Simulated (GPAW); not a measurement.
## Worked example: self-consistent single point of Ga (Cmce, 4 atoms in the cell) in GPAW

Computed with PBE, GPAW PAW datasets PBE (gpaw-data 1.0.1) (plane waves; GPAW).

Input:

```python
from ase import Atoms
from ase.units import GPa
from gpaw import GPAW

atoms = Atoms(['Ga', 'Ga', 'Ga', 'Ga'],
              cell=[[2.192535, -3.758721, 0.000000],
                    [2.192535, 3.758721, 0.000000],
                    [0.000000, 0.000000, 4.507212]],
              positions=[[2.192535, -1.170466, 1.872296],
                         [2.192535, 1.170466, 2.634916],
                         [2.192535, -2.588255, 4.125902],
                         [2.192535, 2.588255, 0.381310]],
              pbc=True)

calc = GPAW(mode={'name': 'pw', 'ecut': 550},
            xc='PBE',
            kpts={'size': (7, 7, 6), 'gamma': True},
            occupations={'name': 'methfessel-paxton', 'width': 0.272, 'order': 0},
            nbands=-8,
            convergence={'forces': 0.001},
            symmetry={'symmorphic': False, 'tolerance': 0.0005},
            maxiter=150)

atoms.calc = calc

energy = atoms.get_potential_energy()
print('Energy (eV):', round(energy, 6))
forces = atoms.get_forces()
print('Forces (eV/Ang):')
print(forces.round(5))
stress = atoms.get_stress()
print('Stress (GPa, Voigt):', (stress / GPa).round(4))
```

Output (repeated stretches shortened):

```
Input parameters:
  convergence: {forces: 0.001}
  kpts: {gamma: True,
         size: (7, 7, 6)}
  maxiter: 150
  mode: {ecut: 550,
         name: pw}
  nbands: -8
  occupations: {name: methfessel-paxton,
                order: 0,
                width: 0.272}
  symmetry: {symmorphic: False,
             tolerance: 0.0005}
  xc: PBE

species:
  Ga:
    name: Gallium
    Z: 31.0
    valence: 3
    core: 28
    charge: 0.0
    file: Ga.PBE.gz

    # Using partial waves for Ga as LCAO basis

Reference energy: -211538.686116  # eV

Spin-paired calculation

Convergence criteria:
 Maximum [total energy] change in last 3 cyles: 0.0005 eV / valence electron
 Maximum integral of absolute [dens]ity change: 0.0001 electrons / valence electron
 Maximum integral of absolute [eigenst]ate change: 4e-08 eV^2 / valence electron
 Maximum change in the atomic [forces] across last 2 cycles: 0.001 eV/Ang OR
Maximum error relative to the maximum force is below inf
 Maximum number of scf [iter]ations: 150

Symmetries present (total): 8
Symmetries with fractional translations: 4
294 k-points: 7 x 7 x 6 Monkhorst-Pack grid + [0.000000,0.000000,1/12]
64 k-points in the irreducible part of the Brillouin zone
       k-points in crystal coordinates                weights
   0:     0.00000000    0.00000000    0.00000000          1/294
   1:     0.00000000    0.00000000    0.16666667          2/294
   2:     0.00000000    0.00000000    0.33333333          2/294
   [... 7 lines left out ...]
          ...
  63:     0.42857143    0.42857143    0.50000000          2/294

Wave functions: Plane wave expansion
  Cutoff energy: 550.000 eV
  Number of coefficients (min, max): 2162, 2204
  Pulay-stress correction: 0.000000 eV/Ang^3 (de/decut=0.000000)

Occupation numbers: Methfessel-Paxton:
  width: 0.2720  # eV
  order: 0

Eigensolver

Densities:
  Coarse grid: 24*24*28 grid
  Fine grid: 48*48*56 grid
  Total Charge: 0.000000

Density mixing:
  Method: separate
  Backend: pulay
  Linear mixing parameter: 0.05
  old densities: 5
  Damping of long wavelength oscillations: 50

Hamiltonian:
  XC and Coulomb potentials evaluated on a 48*48*56 grid
  External potential:
    NoExternalPotential

XC parameters: PBE with 2 nearest neighbor stencil

Number of atoms: 4
Number of atomic orbitals: 16
Number of bands in calculation: 14
Number of valence electrons: 12
Bands to converge: occupied

Density initialized from atomic densities
  14 bands from LCAO basis set

Atomic positions and initial magnetic moments

Positions:
   0 Ga     2.192535   -1.170466    1.872296    ( 0.0000,  0.0000,  0.0000)
   1 Ga     2.192535    1.170466    2.634916    ( 0.0000,  0.0000,  0.0000)
   2 Ga     2.192535   -2.588255    4.125902    ( 0.0000,  0.0000,  0.0000)
   3 Ga     2.192535    2.588255    0.381310    ( 0.0000,  0.0000,  0.0000)

Unit cell:
           periodic     x           y           z      points  spacing
  1. axis:    yes    2.192535   -3.758721    0.000000    24     0.1578
  2. axis:    yes    2.192535    3.758721    0.000000    24     0.1578
  3. axis:    yes    0.000000    0.000000    4.507212    28     0.1610

  Lengths:   4.351459   4.351459   4.507212
  Angles:   90.000000  90.000000 119.488314

Effective grid spacing dv^(1/3) = 0.1664

     iter     time        total  log10-change:
                         energy   eigst   dens  force
iter:   1 --:--:--   -11.465911
iter:   2 --:--:--   -11.469153   -2.87  -0.89
iter:   3 --:--:--   -11.482013   -2.95  -0.92
iter:   4 --:--:--   -11.482104   -4.29  -2.26
iter:   5 --:--:--   -11.481813c  -4.90  -2.30
iter:   6 --:--:--   -11.481709c  -5.26  -2.53
iter:   7 --:--:--   -11.481718c  -6.31  -2.89
iter:   8 --:--:--   -11.481718c  -7.29  -3.38
iter:   9 --:--:--   -11.481720c  -7.28  -3.69
iter:  10 --:--:--   -11.481718c  -8.01c -4.04c
iter:  11 --:--:--   -11.481718c  -9.82c -4.68c -3.57c

Converged after 11 iterations.

Dipole moment: (0.000000, 0.000000, -0.000000) |e|*Ang

Energy contributions relative to reference atoms: (reference = -211538.686116)

Kinetic:        +56.435680
Potential:      -45.656066
External:        +0.000000
XC:             -22.326720
Entropy (-ST):   -0.024810
Local:           +0.077793
SIC:             +0.000000
--------------------------
Free energy:    -11.494123
Extrapolated:   -11.481718

Showing only first 2 kpts
 Kpt  Band  Eigenvalues  Occupancy
  0     4      4.84686    2.00000
  0     5      5.40635    1.99999
  0     6      7.18807    0.00000
  0     7      7.30499    0.00000

  1     4      5.03703    2.00000
  1     5      5.55573    1.99979
  1     6      7.02298    0.00009
  1     7      7.36743    0.00000

Fermi level: 6.26869

No gap
No difference between direct/indirect transitions
Energy (eV): -11.481718

Forces in eV/Ang:
  0 Ga    0.00000    0.06677    0.02758
  1 Ga    0.00000   -0.06677   -0.02758
  2 Ga    0.00000   -0.06677    0.02758
  3 Ga    0.00000    0.06677   -0.02758

Stress tensor:
    -0.041432     0.000000     0.000000
     0.000000    -0.041868     0.000000
     0.000000     0.000000    -0.037430
Stress (GPa, Voigt): [-6.6382 -6.708  -5.9969  0.      0.      0.    ]
```

The run converged in 11 iterations. GPAW prints stress with tension positive.

The starting cell comes from a database of computed structures (which also holds hypothetical and non-ambient phases and stackings), without a prior relaxation at this level. Its lattice was rescaled by a random factor within 2.5 % of one. With a pressure of about 6 GPa the cell is away from its equilibrium volume at this level.

Cost on one core of a shared machine: roughly 40 s.
